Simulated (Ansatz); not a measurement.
The reference is MoS₂ in the 3R-MoS2 type structure (space group R3m, No. 160; layered, stacked along the Cartesian z axis).

```yaml
crystal:
  lattice:
    - [1.57661, 0.91026, 5.99789]
    - [-1.57661, 0.91026, 5.99789]
    - [0.00000, -1.82051, 5.99789]
  atoms:
    - { symbol: Mo, position: [0.00002, 0.00002, 0.00002] }
    - { symbol: S, position: [0.75353, 0.75353, 0.75353] }
    - { symbol: S, position: [0.57975, 0.57975, 0.57975] }
```

Cartesian axes are those of the cell as printed.

Method: PBE-D3(BJ), PAW, 420 eV (Ansatz, a quantum-chemistry and plane-wave program; spin-orbit coupling left out), earlier PAW set.

Before the change:

The hole mass is 1.0 mₑ along k, 0.59 mₑ across (at T) and the volume per atom is 17.22 Å³.

The change: biaxial strain −4.68 %, plane normal [001], relaxed out of plane (Cartesian); in-plane vectors clamped, the third vector and the atoms free.

Problem. How does this affect the in-plane stress, hole mass and volume per atom?

Solution. The mean in-plane stress (compression positive) is +15.5 GPa; the hole mass goes from 1.0 mₑ along k, 0.59 mₑ across (at T) to 0.74 mₑ along k, 1.3 mₑ across (at T); the volume per atom drops by 1.161 Å³ (17.22 Å³ → 16.05 Å³).

The levels and masses belong to the bands next to the band gap. Masses are band curvatures over ±0.01 Å⁻¹ around the edge. Along k means along the line from Γ to the band edge. Stability against distortions was not tested.
